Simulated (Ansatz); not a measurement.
# A computed series for Ta: pressure series

Consider Ta in the bcc (W type) structure (space group Im-3m, No. 229).

Space group Im-3m (No. 229); a = 3.320 Å, b = 3.320 Å, c = 3.320 Å, α = 90.00°, β = 90.00°, γ = 90.00°

```json
[
 {"atom": "Ta", "site": "2a", "symmetry": "m-3m", "x": "0.0000", "y": "0.0000", "z": "0.0000"}
]
```
(The calculation used a cell of 1 atom; values per cell refer to that cell.)

Cell and atoms are relaxed at each pressure.

Levels (all Ansatz, a first-principles code, PAW, earlier PAW set): PBE (420 eV, without spin-orbit coupling); r2SCAN (500 eV, no spin-orbit coupling).

The base cell above is that of PBE; each level relaxes its own structures.

```json
[
 {"case": "pressure −2 GPa", "volume per atom, PBE": "18.48 Å³", "volume per atom, r2SCAN": "18.23 Å³"},
 {"case": "pressure −1 GPa", "volume per atom, PBE": "18.39 Å³", "volume per atom, r2SCAN": "18.14 Å³"},
 {"case": "pressure 1.8 GPa", "volume per atom, PBE": "18.13 Å³", "volume per atom, r2SCAN": "17.90 Å³"},
 {"case": "pressure 4.2 GPa", "volume per atom, PBE": "17.92 Å³", "volume per atom, r2SCAN": "17.70 Å³"},
 {"case": "pressure 9 GPa", "volume per atom, PBE": "17.53 Å³", "volume per atom, r2SCAN": "17.33 Å³"},
 {"case": "pressure 18 GPa", "volume per atom, PBE": "16.90 Å³", "volume per atom, r2SCAN": "16.72 Å³"},
 {"case": "pressure 30 GPa", "volume per atom, PBE": "16.19 Å³", "volume per atom, r2SCAN": "16.04 Å³"},
 {"case": "pressure 45 GPa", "volume per atom, PBE": "15.45 Å³", "volume per atom, r2SCAN": "15.32 Å³"},
 {"case": "pressure 60 GPa", "volume per atom, PBE": "14.83 Å³", "volume per atom, r2SCAN": "14.71 Å³"}
]
```

PBE lies above r2SCAN in every row, by 0.12 Å³ to 0.25 Å³. They put the cases in the same order.

Load acts through the strain it causes; cell and atoms are relaxed under it. Stability against distortions was not tested. No other phases were tried under pressure. All final runs are without spin polarisation.
